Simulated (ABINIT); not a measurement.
Input and output of a self-consistent single point for Sn (I4_1/amd, 2 atoms in the cell) (ABINIT).

Level of theory: PBE, PAW (JTH v2.0 PBE PAW) (plane waves; ABINIT 10.0.3).

The change in words: lattice scaled by 0.98. Reference geometry:
```yaml
crystal:
  lattice:
    - [-2.94984, 2.94984, 1.60458]
    - [2.94984, -2.94984, 1.60458]
    - [2.94984, 2.94984, -1.60458]
  atoms:
    - { symbol: Sn, position: [0.75000, 0.25000, 0.50000] }
    - { symbol: Sn, position: [0.00000, 0.00000, 0.00000] }
```

Reference input (self-consistent single point, DFT, PBE, plane waves, PAW (JTH v2.0 PBE PAW)): pseudos = [Sn.GGA_PBE-JTH.xml]; ecut = 20 Ha; pawecutdg = 40 Ha; pawxcdev = 0; occopt = 3; tsmear = 0.00499791 Ha; ngkpt = 9 9 9; nshiftk = 1; shiftk = 0 0 0; potentials = JTH v2.0 PBE PAW; nband = 19; kptopt = 1. This run's input differs from it in these lines:

```diff
@@ -3,7 +3,7 @@
 pseudos "Sn.GGA_PBE-JTH.xml"
-acell 8.4464217898 8.4464217898 8.4464217898
+acell 8.2774926565 8.2774926565 8.2774926565
 rprim
-        -0.6599710066    0.6599710066    0.3589937894
-         0.6599710066   -0.6599710066    0.3589937894
-         0.6599710066    0.6599710066   -0.3589937894
+        -0.6599710257    0.6599710257    0.3589937193
+         0.6599710257   -0.6599710257    0.3589937193
+         0.6599710257    0.6599710257   -0.3589937193
 natom 2
```

Output (repeated stretches shortened):

```
--- !BeginCycle
solver: {iscf: 17, nstep: 60, nline: 4, wfoptalg: 10, }
tolerances: {tolvrs: 1.00E-12, }
...

     iter   Etot(hartree)      deltaE(h)  residm     nres2
 ETOT  1  -139.29574443332    -1.393E+02 3.119E-01 1.066E+00
 ETOT  2  -139.42379720684    -1.281E-01 3.565E-02 2.885E-01
 ETOT  3  -139.42360889958     1.883E-04 3.695E-03 5.841E-02
 ETOT  4  -139.42360602567     2.874E-06 3.515E-03 1.758E-03
 ETOT  5  -139.42360523503     7.906E-07 1.444E-03 2.638E-05
   [... 2 lines left out ...]
 ETOT  8  -139.42360526952    -2.224E-10 4.739E-04 2.418E-09
 ETOT  9  -139.42360526951     3.922E-12 1.797E-04 9.538E-11
 ETOT 10  -139.42360526952    -2.217E-12 1.879E-04 9.914E-12
 ETOT 11  -139.42360526952     1.705E-13 8.210E-05 1.201E-13
 At SCF step   11       nres2   =  1.20E-13 < tolvrs=  1.00E-12 =>converged.

 Cartesian components of stress tensor (hartree/bohr^3)
  sigma(1 1)= -1.57645704E-04  sigma(3 2)=  0.00000000E+00
  sigma(2 2)= -1.57645704E-04  sigma(3 1)=  0.00000000E+00
  sigma(3 3)= -1.34545145E-04  sigma(2 1)=  0.00000000E+00

 ----iterations are completed or convergence reached----

 reduced coordinates (array xred) for    2 atoms
       0.750000000000      0.250000000000      0.500000000000
       0.000000000000      0.000000000000      0.000000000000
 cartesian forces (eV/Angstrom) at end:
    1     -0.00000000000000     0.00000000000000    -0.00000000000000
    2      0.00000000000000    -0.00000000000000     0.00000000000000
 frms,max,avg= 4.9104795E-27 6.9893089E-27   0.000E+00  0.000E+00  0.000E+00 e/A
   [... lines left out ...]
 Fermi (or HOMO) energy (hartree) =   0.24862   Average Vxc (hartree)=  -0.38092
 Fermi (or HOMO) energy (eV) =   6.76530   Average Vxc (eV)= -10.36533
   [... lines left out ...]
'-kT*entropy'       : -2.01328574934594E-03
total_energy        : -1.39423605411772E+02
total_energy_eV     : -3.79390924600489E+03
...

-Cartesian components of stress tensor (GPa)         [Pressure=  4.4115E+00 GPa]
- sigma(1 1)= -4.63809596E+00  sigma(3 2)=  0.00000000E+00
- sigma(2 2)= -4.63809596E+00  sigma(3 1)=  0.00000000E+00
- sigma(3 3)= -3.95845417E+00  sigma(2 1)=  0.00000000E+00

 Calculation completed.
```

The run converged in 11 iterations. Against the reference run the free energy rises by 28.3 meV/atom and the pressure goes from 0.79 to 4.41 GPa.

The starting cell comes from a database of computed structures (which also holds hypothetical and non-ambient phases and stackings), without a prior relaxation at this level. Its lattice was rescaled by a random factor within 2.5 % of one. For this run, on top of that: lattice scaled by 0.98. With a pressure of about 4 GPa the cell is away from its equilibrium volume at this level.

Cost on one core of a shared machine: roughly 70 s.
